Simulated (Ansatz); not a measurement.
The parent structure is AlAs in the zinc blende structure (space group F-43m, No. 216).

```xyz
2
Lattice="0.0000 2.8371 2.8371 2.8371 0.0000 2.8371 2.8371 2.8371 0.0000" Properties=species:S:1:pos:R:3 pbc="T T T"
As     4.2557     4.2557     4.2557
Al     0.0000     0.0000     0.0000
```

Cartesian axes are those of the cell as printed.

Levels (all Ansatz, an electronic-structure program, PAW, earlier PAW set): PBEsol (420 eV, spin-orbit coupling left out); HSE06+SOC (420 eV, noncollinear with spin-orbit coupling).

Its gap is 1.34 eV with PBEsol and 1.99 eV with HSE06+SOC.

It is then changed as follows: tensor shear ε_yz = −0.72 % (engineering shear γ = -0.0144); the atoms relax in the strained cell.

With PBEsol the gap becomes 1.27 eV.

Task: If the HSE06+SOC correction stayed the same, what would the HSE06+SOC gap be, and what does the HSE06+SOC run give?

Result: A rigid correction of +0.65 eV gives 1.92 eV. The HSE06+SOC run gives 1.93 eV, so the two effects roughly add.

Single points use the geometry relaxed with PBEsol. HSE06 was sampled on its mesh, a few special points and the semilocal edge points, so its gap is an upper bound. Differences between runs with and without spin-orbit coupling are approximate. Stability against distortions was not tested.
